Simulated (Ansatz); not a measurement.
Co_Si in beta Si3N4: one set of geometries, relaxed with PBE, evaluated in Ansatz (PAW, plane waves to 420 eV, 500 eV under r2SCAN) with PBE, r2SCAN.

Set-up: 84-site cell; 2×2×2 shifted k-points; start: the Si(1) site; charged states image-corrected; no Hubbard U; not converged in cell size; flagged in the runs: a host whose relaxation on this sampling wasn't shown to rest.

| quantity | PBE | r2SCAN |
|---|---|---|
| host gap (eV) | 4.25 | (withheld) |
| ε(+1/0) above the VBM (eV) | 0.14 | not settled |
| ε(0/−1) above the VBM (eV) | 0.67 | (withheld) |
| ε(−1/−2) above the VBM (eV) | 2.32 | (withheld) |
| neutral formation energy against hcp Co, ferromagnetic, silicon (eV) | 5.78 | (withheld) |
| largest moment on one atom at charge 0 (μB) | 0.72 | (withheld) |
| largest moment on one atom at charge −1 (μB) | 2.46 | (withheld) |
| largest moment on one atom at charge −2 (μB) | 2.11 | (withheld) |

Given the lower rungs, what does r2SCAN give?


- host gap (eV), r2SCAN: 4.90
- ε(0/−1) above the VBM (eV), r2SCAN: 0.36
- ε(−1/−2) above the VBM (eV), r2SCAN: 2.45
- neutral formation energy against hcp Co, ferromagnetic, silicon (eV), r2SCAN: 5.93
- largest moment on one atom at charge 0 (μB), r2SCAN: 0.85
- largest moment on one atom at charge −1 (μB), r2SCAN: 2.62
- largest moment on one atom at charge −2 (μB), r2SCAN: 2.25

Ansatz is a first-principles code.
